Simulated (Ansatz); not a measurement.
# CsCl-type PdIn

Level of theory: PBE-D4 (PAW; Ansatz, a quantum-chemistry and plane-wave program).

Numerical settings: plane-wave cutoff 520 eV, 18×18×18 k mesh, Fermi–Dirac smearing 0.05 eV, scalar-relativistic PAW data made under PBE.

Cell (relaxed at this level):

```cif
data_InPd
_chemical_formula_sum 'In1 Pd1'
_space_group_name_H-M_alt 'Pm-3m'
_space_group_IT_number 221
_space_group_name_Hall '-P 4 2 3'
_cell_length_a 3.26750
_cell_length_b 3.26750
_cell_length_c 3.26750
_cell_angle_alpha 90.000
_cell_angle_beta 90.000
_cell_angle_gamma 90.000
loop_
_atom_site_label
_atom_site_type_symbol
_atom_site_symmetry_multiplicity
_atom_site_Wyckoff_symbol
_atom_site_fract_x
_atom_site_fract_y
_atom_site_fract_z
_atom_site_occupancy
In1 In 1 b 0.50000 0.50000 0.50000 1
Pd1 Pd 1 a 0.00000 0.00000 0.00000 1
```

```json
{
 "bulk modulus B0": "126 GPa",
 "band_gap": "zero (no gap)",
 "pressure derivative B′ of the bulk modulus": "6.0"
}
```

Spin–orbit coupling is not included.

Static lattice: no zero-point or thermal effects.
